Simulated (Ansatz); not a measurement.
Start from TiC in the rock salt structure (space group Fm-3m, No. 225; relaxed with 0.1 eV smearing).

```
TiC
1.0
    0.00000     2.13046     2.13046
    2.13046     0.00000     2.13046
    2.13046     2.13046     0.00000
Ti C
1 1
Direct
  0.00000   0.00000   0.00000
  0.50000   0.50000   0.50000
```

Calculations: DFT with LDA, PAW potentials and a 420 eV plane-wave cutoff in Ansatz (a quantum-chemistry and plane-wave program), no spin-orbit coupling.

Before the change:

The pressure comes out as 0.0 GPa.

It is then changed as follows: an isotropic linear strain of −1.00 %; the atoms relax in the strained cell.

Task: Predict the new energy relative to the base.

Result: The energy goes up by 7.9 meV/atom.

Task: Estimate the effect on the pressure.

Result: The pressure goes from zero to 9.0 GPa.

No phonon test of stability was made. The final runs are not spin-polarised.
